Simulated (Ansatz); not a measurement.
ZnAu in the CsCl type structure (space group Pm-3m, No. 221)

```cif
data_AuZn
_chemical_formula_sum 'Zn1 Au1'
_space_group_name_H-M_alt 'P 1'
_space_group_IT_number 1
_cell_length_a 3.18677
_cell_length_b 3.18677
_cell_length_c 3.18677
_cell_angle_alpha 90.000
_cell_angle_beta 90.000
_cell_angle_gamma 90.000
loop_
_space_group_symop_operation_xyz
  'x, y, z'
loop_
_atom_site_label
_atom_site_type_symbol
_atom_site_fract_x
_atom_site_fract_y
_atom_site_fract_z
_atom_site_occupancy
Zn1 Zn 0.50000 0.50000 0.50000 1
Au1 Au 0.00000 0.00000 0.00000 1
```

Method: PBE, PAW, 420 eV (Ansatz, an electronic-structure program; no SOC). Γ-centred 15×15×15 mesh, Fermi–Dirac width 0.05 eV.

The volume per atom is 16.18 Å³. The density is 13.46 g/cm³, the band gap comes out as zero and the total energy is -8234.393 eV/atom (σ→0; compares only within this code and set-up).

Stability against distortions was not tested.
